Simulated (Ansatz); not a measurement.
The parent structure is HgS in the zinc blende structure (space group F-43m, No. 216; a = 5.876 Å). Axes: x, y, z lie along the cube axes.

The values are results of PBEsol/PAW in Ansatz (a first-principles code), no spin-orbit coupling, earlier PAW set, not measurements.

Strains are applied to the cell and any free atomic positions relax; under biaxial strain the out-of-plane vector relaxes too.

One change was made to it. Results:

```tsv
quantity	base	after
pressure	0.0 GPa	-1.3 GPa
energy relative to the base (free energy F)	0 meV/atom	+2.5 meV/atom
```

Q: Which change produced these results?
A) biaxial strain +0.78 %, plane normal [001], relaxed out of plane
B) isotropic strain +0.78 %
C) biaxial strain +1.55 %, plane normal [001], relaxed out of plane

A: B, isotropic strain +0.78 %. For comparison, the pressure in the other runs: biaxial strain +0.78 %, plane normal [001], relaxed out of plane gives -0.2 GPa; biaxial strain +1.55 %, plane normal [001], relaxed out of plane gives -0.4 GPa.

The mesh was chosen for an insulator and is coarse for the gapless case. Stability against distortions was not tested. All final runs are without spin polarisation.
